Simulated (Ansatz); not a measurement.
**Defect calculation: Y on the Al site (Y_Al) in wurtzite AlN**

Method: PBE, PAW (plane waves to 420 eV; Ansatz, an electronic-structure program). A 3×2×2 supercell of 96 sites was used; the energies come from a 2×2×2 shifted sampling of its zone. Site at the start: the Al site. Charged cells carry a point-charge image correction with potential alignment at far atoms. Dielectric constants: PBE linear response of the host. Host gap at this level: 4.03 eV. A cell of this size leaves errors of a few tenths of an eV. PBE underestimates the host's gap, which shifts levels and can delocalise carriers. Spin–orbit coupling is left out. Each state is the lowest found from its start.

Formation energies E_f are given with the Fermi level at the valence-band maximum. Chemical conditions: Al-rich (Δμ(Al) = 0.00 eV, Δμ(Y) = -1.76 eV, bounded by YAl3 (P6_3/mmc); only phases computed here count, gases as isolated molecules at 0 K); N-rich (Δμ(Al) = -2.74 eV, Δμ(Y) = -3.40 eV, bounded by YN (Fm-3m); only phases computed here count, gases as isolated molecules at 0 K). Reference phases: Al: fcc Al, Y: hcp Y.

```json
[
 {"charge": "+1*", "moment (μB)": "1.0", "largest move off a lattice site (Å)": "0.31", "image correction with alignment (eV)": "–", "E_f, Al-rich (eV)": "–", "E_f, N-rich (eV)": "–"},
 {"charge": "0", "moment (μB)": "not spin-polarised", "largest move off a lattice site (Å)": "0.29", "image correction with alignment (eV)": "0.00", "E_f, Al-rich (eV)": "3.09", "E_f, N-rich (eV)": "2.00"},
 {"charge": "−1*", "moment (μB)": "1.0", "largest move off a lattice site (Å)": "0.34", "image correction with alignment (eV)": "–", "E_f, Al-rich (eV)": "–", "E_f, N-rich (eV)": "–"}
]
```

* At this level the carrier isn't localised at the defect: at charge +1 holes occupy the valence band; at charge −1 electrons occupy the conduction band. Such a state is shallow or no state of the defect, and this cell gives it no level.

Flagged in the runs: a host whose relaxation on this sampling wasn't shown to rest, a strain field that reaches the edge of the cell.
